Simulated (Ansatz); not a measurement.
The starting structures come from a database of crystals and need not be the phases stable at ambient conditions.

 Where the default PAW files enter, the runs use the earlier of Ansatz's two default sets.

# Evanescent states of SiO$_{2}$ (P6_322, not sure to be the ambient phase, 12 atoms a cell, 15.9 Å³ an atom) along the normal of (111)

Method: r2SCAN (plane waves, PAW; Ansatz, a program for electronic structure).

The gap is the functional's own. No spin-orbit coupling. Mid-gap values are interpolated on the energy grid.

Energies count from the valence-band top; κ is the least over a 4×4 mesh across the current.

| E (eV) | κ (1/Å) | where |
|---|---|---|
| 0.14 | 0.258 | off Γ |
| 0.42 | 0.371 | off Γ |
| 0.70 | 0.440 | off Γ |
| 0.98 | 0.481 | Γ |
| 1.26 | 0.507 | Γ |
| 1.54 | 0.524 | Γ |
| 1.82 | 0.534 | Γ |
| 2.10 | 0.539 | Γ |
| 2.38 | 0.540 | Γ |
| 2.66 | 0.538 | Γ |
| 2.94 | 0.532 | Γ |
| 3.22 | 0.524 | Γ |
| 3.50 | 0.513 | Γ |
| 3.78 | 0.498 | Γ |
| 4.06 | 0.480 | Γ |
| 4.34 | 0.457 | Γ |
| 4.62 | 0.431 | Γ |
| 4.90 | 0.399 | Γ |
| 5.18 | 0.359 | Γ |
| 5.46 | 0.311 | Γ |
| 5.74 | 0.246 | Γ |
| 6.02 | 0.147 | Γ |

How thick must the barrier be to attenuate the transmission by 10^4 when the electrodes' Fermi level lies at 5.74 eV, and what attenuation does that film give at 0.14 eV?

d = 4 ln 10 / (2 × 0.246) = 18.7 Å. At 0.14 eV it gives 4 × 0.258/0.246 = 4.2 decades.
